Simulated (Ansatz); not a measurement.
**Sb interstitial (zinc-blende GaSb host)**

The numbers are results of PBE, PAW (plane waves to 420 eV; Ansatz, a first-principles code), not measurements. Cell and caveats: 64-site cell; 2×2×2 shifted k-points; start: void with 4Sb nearest; no spin–orbit coupling; the functional closes the host's gap; energies good to tenths of an eV.

Neighbours after relaxation, in Å: of the Sb atom: Sb 2.89, Sb 2.89, Sb 2.89, Sb 2.89.

Formation energies E_f are those of the neutral cell. Chemical conditions: Ga-rich (Δμ(Sb) = -0.32 eV; only phases computed here count, gases as isolated molecules at 0 K); Sb-rich (Δμ(Sb) = 0.00 eV; only phases computed here count, gases as isolated molecules at 0 K). Reference phases: Sb: rhombohedral Sb.

The name describes the start; the neighbours show where the atoms ended.

```tsv
charge	moment (μB)	largest move off a lattice site (Å)	E_f, Ga-rich (eV)	E_f, Sb-rich (eV)
0†	quenched	0.25	4.19	3.87
```

† Not settled in this cell, so no level is given: charge 0: a level filled in part.

Starting moments that weren't kept: charge 0 began with 1 μB and ended with 0.0.

Not the lowest form: the same atoms on another site or from another start ended lower, by 0.90 eV at charge 0.
